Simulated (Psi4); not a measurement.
Psi4 1.11, PBE0/def2-svp: Zn(SH)2(NH3)2 ([NH3]->[Zn](<-[NH3])([SH])[SH]), 13 atoms. The geometry is a generated start, not checked to be a minimum at this level.

- task: energy
- method: pbe0
- basis: def2-svp
- memory: 3 GB
- maxiter: 100
- keys of the molecule block: symmetry c1
- scf_type: df (default)
- e_convergence: 1e-06 (default)
- d_convergence: 1e-06 (default)
- dft_radial_points: 75 (default)
- dft_spherical_points: 302 (default)
- basis functions: 135
- grid points: 279608

```xyz
13

Zn     0.0335     0.6150     0.4993
S     -1.6565     1.9856    -0.2909
H     -1.1903     3.1066     0.2308
S      1.9109     0.3119     1.8134
H      1.3797    -0.6433     2.5549
N     -1.1348    -1.3773     0.5928
H     -1.6967    -1.3984    -0.2521
H     -1.7844    -1.3955     1.3707
H     -0.5837    -2.2297     0.6306
N      1.0479     0.2682    -1.5445
H      0.6988     0.9703    -2.1898
H      0.9312    -0.6372    -1.9848
H      2.0445     0.4237    -1.4305
```

Charge 0 and multiplicity 1 are set for this test and not shown to be the ground state.

With the defaults (diis = true, scf_initial_accelerator = adiis, damping_percentage = 0, guess = auto, which took SAD, diis_start = 1, diis_max_vecs = 10, soscf = false, soscf_start_convergence = 0.01) it converges in 11 SCF iterations. One run each on 2 threads, with these changes:
- guess = core
- soscf = true, soscf_start_convergence = 0.1
- diis = false, scf_initial_accelerator = none, damping_percentage = 60
- guess = sapgau
- guess = gwh
- guess = sap
- diis_start = 4
- diis_max_vecs = 6
- diis_max_vecs = 3

### Question
Name the settings that don't reach the solution of the defaults.

### Answer
No convergence: diis = false, scf_initial_accelerator = none, damping_percentage = 60 (the run ends without SCF convergence in 100 iterations). The rest reach the solution of the defaults.

| setting | SCF iterations | JK calls | end |
|---|---|---|---|
| soscf = true, soscf_start_convergence = 0.1 | 7 | 28 | same solution |
| guess = sapgau | 9 | 9 | same solution |
| guess = sap | 10 | 10 | same solution |
| the defaults | 11 | 12 | same solution |
| diis_max_vecs = 6 | 11 | 12 | same solution |
| diis_max_vecs = 3 | 15 | 16 | same solution |
| guess = gwh | 17 | 17 | same solution |
| guess = core | 18 | 18 | same solution |
| diis_start = 4 | 26 | 27 | same solution |
| diis = false, scf_initial_accelerator = none, damping_percentage = 60 | 100 | 101 | no convergence |

An SOSCF iteration holds several JK calls; a Hückel guess adds calls on atoms. 1 further run of the study ended by our limits or in an error and is left out.
